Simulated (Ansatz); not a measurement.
Consider HfN in the rock salt structure (space group Fm-3m, No. 225).

```cif
data_HfN
_chemical_formula_sum 'Hf1 N1'
_space_group_name_H-M_alt 'P 1'
_space_group_IT_number 1
_cell_length_a 3.21585
_cell_length_b 3.21585
_cell_length_c 3.21585
_cell_angle_alpha 60.000
_cell_angle_beta 60.000
_cell_angle_gamma 60.000
loop_
_space_group_symop_operation_xyz
  'x, y, z'
loop_
_atom_site_label
_atom_site_type_symbol
_atom_site_fract_x
_atom_site_fract_y
_atom_site_fract_z
_atom_site_occupancy
Hf1 Hf 0.00000 0.00000 0.00000 1
N1 N 0.50000 0.50000 0.50000 1
```

Method: PBE/PAW in Ansatz (a first-principles code), scalar-relativistic without spin-orbit coupling.

One change was made to it. Results:

```json
[
 {"quantity": "density", "base": "13.59 g/cm³", "after": "14.03 g/cm³"},
 {"quantity": "shortest interatomic distance", "base": "2.274 Å", "after": "2.250 Å"}
]
```

Question: Name the change that was made.
(A) pressure 22.5 GPa
(B) pressure 0.9 GPa
(C) pressure −2 GPa
(D) pressure −1 GPa
(E) pressure 9 GPa

Answer: E, pressure 9 GPa. For comparison, the density in the other runs: pressure 0.9 GPa gives 13.64 g/cm³; pressure −1 GPa gives 13.54 g/cm³; pressure 22.5 GPa gives 14.62 g/cm³; pressure −2 GPa gives 13.49 g/cm³.

Load acts through the strain it causes; cell and atoms are relaxed under it. Stability against distortions was not tested. Competing high-pressure phases were not computed. The final runs are not spin-polarised. An odd electron count without spin: HfN.
